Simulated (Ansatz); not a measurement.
System: Ca vacancy in fluorite (charge state -2). Calculation: PBE, PAW (plane waves to 420 eV; Ansatz, a program for electronic structure).

Settings: 96 host sites, the relaxed PBE lattice, the Γ point alone, smearing 0.01 eV, spin-restricted, no image-charge correction. Energies are static. The charge state is imposed; whether it is stable for some Fermi level was not computed. Forms of the defect that were not tried may lie lower.

Barriers: single points on a 2×2×2 k-point mesh shifted by half a step at the bands' geometries.

Relaxed starting cell (atoms counted from 1):

```xyz
95
Lattice="11.0200 0.0000 0.0000 0.0000 11.0200 0.0000 0.0000 0.0000 11.0200" Properties=species:S:1:pos:R:3 pbc="T T T"
Ca    -0.0053    -0.0036     5.5092
Ca    -0.0059     5.5054    -0.0005
Ca    -0.0053     5.5063     5.5093
Ca     5.5042    -0.0041    -0.0010
Ca     5.5046    -0.0036     5.5090
Ca     5.5041     5.5058    -0.0009
Ca     5.5046     5.5063     5.5092
F      1.3750     4.1316     4.1343
F      1.3666     4.1659     9.6460
F      1.3678     9.6439     4.1673
F      1.5010     9.5096     9.5113
F      6.8796     4.1290     4.1341
F      6.8790     4.1305     9.6390
F      6.8799     9.6346     4.1352
F      6.8447     9.6424     9.6484
F      1.3677     1.3697     4.1685
F      1.5051     1.5053     9.5105
F      1.3747     6.8819     4.1340
F      1.3667     6.8479     9.6464
F      6.8796     1.3759     4.1330
F      6.8484     1.3680     9.6446
F      6.8795     6.8806     4.1325
F      6.8793     6.8809     9.6381
Ca    -0.0055     2.7011     2.7048
Ca    -0.0051     2.7007     8.3147
Ca    -0.0063     8.3111     2.7039
Ca    -0.0056     8.3105     8.3138
Ca     5.5043     2.7360     2.7395
Ca     5.5051     2.7367     8.2788
Ca     5.5037     8.2755     2.7391
Ca     5.5043     8.2763     8.2791
F      1.5016     1.5041     1.5068
F      1.3669     1.3683     6.8507
F      1.3671     6.8473     1.3722
F      1.3756     6.8808     6.8845
F      6.8447     1.3696     1.3706
F      6.8795     1.3776     6.8833
F      6.8791     6.8814     1.3795
F      6.8807     6.8830     6.8843
F      1.3683     4.1648     1.3720
F      1.3762     4.1305     6.8842
F      1.5004     9.5092     1.5060
F      1.3675     9.6426     6.8501
F      6.8798     4.1313     1.3804
F      6.8815     4.1316     6.8853
F      6.8446     9.6438     1.3740
F      6.8792     9.6364     6.8856
Ca     2.6988    -0.0037     2.7037
Ca     2.6998    -0.0038     8.3136
Ca     2.7345     5.5060     2.7395
Ca     2.7349     5.5064     8.2790
Ca     8.3088    -0.0048     2.7046
Ca     8.3098    -0.0037     8.3144
Ca     8.2740     5.5054     2.7395
Ca     8.2744     5.5062     8.2793
F      4.1296     4.1303     1.3799
F      4.1300     4.1310     6.8856
F      4.1615     9.6428     1.3715
F      4.1291     9.6360     6.8837
F      9.6423     4.1632     1.3720
F      9.6347     4.1320     6.8841
F      9.5056     9.5074     1.5058
F      9.6413     9.6438     6.8486
F      4.1622     1.3688     1.3717
F      4.1293     1.3773     6.8840
F      4.1290     6.8806     1.3797
F      4.1292     6.8826     6.8845
F      9.5061     1.5031     1.5087
F      9.6412     1.3701     6.8524
F      9.6411     6.8460     1.3734
F      9.6343     6.8820     6.8854
Ca     2.7003     2.7016    -0.0005
Ca     2.7349     2.7363     5.5095
Ca     2.6983     8.3115    -0.0011
Ca     2.7346     8.2762     5.5086
Ca     8.3102     2.6999    -0.0008
Ca     8.2745     2.7364     5.5093
Ca     8.3084     8.3098    -0.0008
Ca     8.2742     8.2761     5.5091
F      4.1293     1.3764     4.1339
F      4.1659     1.3698     9.6458
F      4.1280     6.8813     4.1332
F      4.1290     6.8819     9.6384
F      9.6416     1.3694     4.1697
F      9.5103     1.5010     9.5143
F      9.6331     6.8813     4.1350
F      9.6413     6.8457     9.6478
F      4.1283     4.1299     4.1340
F      4.1290     4.1317     9.6385
F      4.1297     9.6351     4.1332
F      4.1619     9.6435     9.6459
F      9.6338     4.1311     4.1336
F      9.6401     4.1629     9.6463
F      9.6421     9.6436     4.1665
F      9.5045     9.5056     9.5096
```
Cell charge -2.

End state 1 differs by these moves (Å; atoms that move under 0.08 Å are left out):

| atom | element | Δx | Δy | Δz |
|---|---|---|---|---|
| 10 | F | -0.13 | -0.14 | 0.09 |
| 11 | F | -0.13 | 0.13 | 0.09 |
| 16 | F | -0.13 | 0.13 | 0.09 |
| 17 | F | -0.13 | -0.14 | 0.09 |
| 32 | F | -0.26 | 0.00 | -0.26 |
| 42 | F | -0.26 | 0.00 | -0.26 |
| 48 | Ca | -2.66 | 0.00 | -2.66 |
| 58 | F | 0.09 | -0.13 | -0.13 |
| 62 | F | 0.09 | 0.14 | -0.13 |
| 64 | F | 0.09 | 0.14 | -0.13 |
| 68 | F | 0.09 | -0.13 | -0.13 |
| 80 | F | 0.12 | 0.12 | 0.12 |
| 85 | F | 0.12 | -0.12 | 0.12 |
| 90 | F | 0.13 | -0.13 | 0.13 |
| 95 | F | 0.13 | 0.13 | 0.13 |

### Question
Give the forward and backward barriers to end state 1 at the level PBE, PAW.

### Answer
forward 1.94 eV, backward 1.94 eV; at the saddle point atom 48 has neighbours 2 F at 2.09, 2 F at 2.29, F at 2.33 Å. The program found a first-order saddle point.
